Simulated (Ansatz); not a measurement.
Defect migration in wurtzite AlN: interstitial Be, charge state +2. All values below come from PBE, PAW (plane waves to 420 eV; Ansatz, a quantum-chemistry and plane-wave program).

Cell of 72 host sites held at the relaxed PBE lattice; the Γ point alone; Fermi-Dirac width 0.01 eV, spin-restricted; finite-size errors left in. No zero-point or tunnelling terms. The charge state is imposed; whether it is stable for some Fermi level was not computed. Sites that were not tried may lie lower.

Barriers: single points on a 2×2×2 k-point mesh shifted by half a step along c at the bands' geometries (they differ from the bands' own by up to 0.06 eV, and are uncertain by about as much).

A. one Be atom jumps by itself; the atom moves 2.49 Å along (0.00, 0.00, 0.50) of the unit cell; the moving atom starts with neighbours 3 N at 1.68 Å and ends with 3 N at 1.68 Å; saddle order inconclusive, on a symmetry element.
B. one Be atom jumps by itself; the atom moves 3.13 Å along (1.00, 1.00, 0.00) of the unit cell; the moving atom starts with neighbours 3 N at 1.68 Å and ends with 3 N at 1.68 Å; saddle order first order.

A band can be held on a symmetry element, so unchecked saddle points there may be too high.

**Question.** Put the candidates in order of forward barrier, lowest first, for PBE, PAW.

**Answer.** B (0.81 eV), A (1.76 eV)
